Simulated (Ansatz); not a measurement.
Base system: ZnO in the wurtzite structure (space group P6_3mc, No. 186).

```xyz
4
Lattice="3.2352 0.0000 0.0000 -1.6176 2.8018 0.0000 0.0000 0.0000 5.2114" Properties=species:S:1:pos:R:3 pbc="T T T"
Zn     1.6176     0.9339     0.0126
Zn     0.0000     1.8678     2.6183
O      1.6176     0.9339     3.2456
O      0.0000     1.8678     0.6399
```

Cartesian axes are those of the cell as printed.

Computed with r2SCAN/PAW in Ansatz (a quantum-chemistry and plane-wave program), no SOC.

Strains are applied to the cell and any free atomic positions relax; under stress the whole cell relaxes.

One change was made to it. Results:

| quantity | base | after |
|---|---|---|
| band gap | 1.24 eV | 1.19 eV |
| valence-band top at Γ (three highest levels, from the VBM) | 0.00, 0.00, -0.10 eV | 0.00, -0.14, -0.14 eV |
| shortest interatomic distance | 1.970 Å | 1.979 Å |

Problem. Which of these changes matches the shifts?
A. isotropic strain −4.77 %
B. uniaxial stress, 5 GPa tension along x
C. isotropic strain −5.03 %

Solution. B, uniaxial stress, 5 GPa tension along x. For comparison, the band gap in the other runs: isotropic strain −4.77 % gives 1.45 eV; isotropic strain −5.03 % gives 1.46 eV.

Beyond what the load breaks, stability against distortions was not tested.
